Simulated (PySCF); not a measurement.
PySCF 2.14.0, unrestricted PBE/def2-tzvp, df: [CH2]SCC, charge 0, multiplicity 2, 11 atoms. The geometry is a generated start, not checked to be a minimum at this level.

| Quantity | Value |
|---|---|
| task | energy |
| method | pbe |
| basis | def2-tzvp |
| two-electron scheme | density fitting |
| mol.max_memory | 3000 MB |
| mf.max_cycle | 100 |
| mf.init_guess | minao (default) |
| mf.DIIS | CDIIS (default) |
| mf.diis_space | 8 (default) |
| mf.conv_tol | 1e-09 (default) |
| mf.grids.level | 3 (default) |
| basis functions | 172 |
| grid points | 129896 |

```xyz
11

C      1.9182    -0.4061    -0.0020
S      0.9130     0.0681    -1.2927
C     -0.5243     0.7283    -0.3723
C     -1.2930    -0.3794     0.3267
H      2.8118    -0.9269    -0.2836
H      1.9072     0.1812     0.8960
H     -0.1448     1.4597     0.3408
H     -1.1403     1.2332    -1.1147
H     -0.6298    -0.9361     0.9878
H     -2.1034     0.0471     0.9173
H     -1.7145    -1.0690    -0.4034
```

Charge 0 and multiplicity 2 are set for this test and not shown to be the ground state.

One run each on 2 threads, 1 BLAS thread. Values of level_shift (Hartree) tried: 0 (default), 0.1, 0.3, 1.

**Question.** Predict the course of the Fock builds along this series.

**Answer.** Fewest Fock builds, within one of each other: 0 (default) with 14, 0.1 with 14. The count rises to 54 at 1. All converge to one solution.

```
level_shift (Hartree)  Fock builds            end
---------------------  -----------  -------------
0 (default)                     14  same solution
0.1                             14  same solution
0.3                             17  same solution
1                               54  same solution
```
